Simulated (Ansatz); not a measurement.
Band structure of NiTe2 (P-3m1, 3 atoms in the cell).

```
CELL_PARAMETERS angstrom
      3.92233     0.00000     0.00000
     -1.96116     3.39683     0.00000
      0.00000     0.00000     5.43799
ATOMIC_POSITIONS crystal
  Ni 0.00000 0.00000 0.00000
  Te 0.33333 0.66667 0.24192
  Te 0.66667 0.33333 0.75808
```

Method: PBEsol, PAW files made with PBE (plane waves; Ansatz, an electronic-structure program).

Settings: basis.ecutwfc = 420 eV; kpoints.mp_grid.grid = 10 10 7; hamiltonian.xc = pbesol; hamiltonian.pseudopotentials = {kind: paw} (an earlier, softer set of the program's PAW files); scf.occupations.method = fermi_dirac; scf.occupations.width = 0.1 eV; kpoints.band_path.npoints = 8.

The starting cell comes from a database of computed structures (which also holds hypothetical and non-ambient phases and stackings), without a prior relaxation at this level. Its lattice was rescaled by a random factor within 2.5 % of one. Spin-orbit coupling is off. Spin polarisation is off, so a magnetic state, if there is one, cannot be reached.

Levels in eV from the Fermi level, bands 22 to 29:
| point | 22 | 23 | 24 | 25 | 26 | 27 | 28 | 29 |
|---|---|---|---|---|---|---|---|---|
| Γ | -1.56 | 0.19 | 0.19 | 0.94 | 0.94 | 1.95 | 3.61 | 5.03 |
| M | -2.75 | -1.89 | -1.85 | -1.70 | 0.05 | 1.80 | 3.18 | 5.60 |
| K | -2.03 | -1.95 | -1.39 | -1.39 | -0.38 | -0.38 | 3.21 | 7.26 |
| A | -1.71 | -0.87 | -0.22 | -0.22 | 1.49 | 1.49 | 4.46 | 5.39 |
| L | -1.90 | -1.89 | -1.81 | -0.51 | 0.53 | 0.96 | 4.08 | 4.88 |
| H | -2.44 | -1.89 | -1.63 | -1.63 | 1.82 | 1.82 | 6.55 | 6.55 |

Bands cross the Fermi level along this path, so the cell is metallic at this level.

Keys are those of Ansatz 0.2.
